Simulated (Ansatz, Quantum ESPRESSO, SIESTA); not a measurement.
Code comparison for Ta4N3 (P1, 7 atoms in the cell)

Self-consistent single point, at a second geometry (atoms moved at random). First geometry:

```xyz
7
Lattice="-2.1679 2.1679 4.2416 2.1679 -2.1679 4.2416 2.1679 2.1679 -4.2416" Properties=species:S:1:pos:R:3 pbc="T T T"
Ta     2.1679     0.0000     0.0000
Ta     0.0000     2.1679     0.0000
Ta     0.0000     0.0000     2.2381
Ta     0.0000     0.0000     6.2452
N      0.0000     2.1679     2.1208
N      2.1679     0.0000     2.1208
N      0.0000     0.0000     0.0000
```

Second geometry:
```xyz
7
Lattice="-2.1679 2.1679 4.2416 2.1679 -2.1679 4.2416 2.1679 2.1679 -4.2416" Properties=species:S:1:pos:R:3 pbc="T T T"
Ta     2.1110    -0.0184    -0.0001
Ta    -0.0258     2.1843     0.0156
Ta     0.0086    -0.0373     2.2253
Ta     0.0379     0.0105     6.2785
N      0.0317     2.2241     2.1248
N      2.1553     0.0127     2.1257
N      0.0172    -0.0401    -0.0447
```

Shared settings, as Ansatz (a program for electronic structure) writes them: kpoints.mp_grid.grid = 7 7 7; scf.occupations.method = gaussian; scf.occupations.width = 0.1 eV. Potentials and cutoffs stand in the table.

```
code                                                                                                                                      model  ΔF from the first geometry (meV/atom)  pressure (GPa)  largest force (eV/Å)       cutoff
----------------  -----------------------------------------------------------------------------------------------------------------------------  -------------------------------------  --------------  --------------------  -----------
Quantum ESPRESSO                                                                           PBEsol, GBRV 1.5 ultrasoft (PBESOL) pseudopotentials                                   23.6            5.57                 1.591        40 Ry
SIESTA            GGA PBEsol, numerical atomic orbitals DZP, PseudoDojo PBEsol standard norm-conserving potentials (rewritten from UPF to PSML)                                   26.8           11.06                 1.652  grid 400 Ry
Ansatz                                                                                                          PBEsol, PAW files made with PBE                                   23.2            6.71                 1.570       420 eV
```

Size of the force on each atom (eV/Å): Sizes of forces hide their directions.

| code | Ta1 | Ta2 | Ta3 | Ta4 | N5 | N6 | N7 |
|---|---|---|---|---|---|---|---|
| Quantum ESPRESSO | 1.308 | 0.839 | 1.591 | 0.683 | 1.374 | 0.224 | 1.296 |
| SIESTA | 1.358 | 0.886 | 1.652 | 0.974 | 1.433 | 0.227 | 1.365 |
| Ansatz | 1.289 | 0.824 | 1.570 | 0.668 | 1.353 | 0.220 | 1.274 |

On Ansatz's run: spin-orbit coupling is off. Spin polarisation is off; with an odd number of electrons in the cell that forces a metal, and a magnetic state may lie lower.

The spread over the programs that give each value: ΔF from the first geometry within 3.6 meV/atom; pressure within 5.49 GPa; largest force within 0.082 eV/Å.

SIESTA uses small atom-centred bases, whose incompleteness enters pressures, forces and empty levels differently from a plane-wave cutoff. Ansatz's pressure is given at a fixed set of plane waves, as the other plane-wave codes print theirs; with its correction for the finite basis it is 6.95 GPa (the shift of 0.24 GPa shows how far the cutoff is from converged). In the pressure, SIESTA (by 4.92) lies more than 1 GPa from the median of the plane-wave programs. In the force vectors, SIESTA (by 0.391) lies more than 0.08 eV/Å from the median of the plane-wave programs.

The starting cell comes from a database of computed structures (which also holds hypothetical and non-ambient phases and stackings), without a prior relaxation at this level. Its lattice was rescaled by a random factor within 2.5 % of one. For this run, on top of that: atoms moved at random.

Keys are those of Ansatz 0.2.
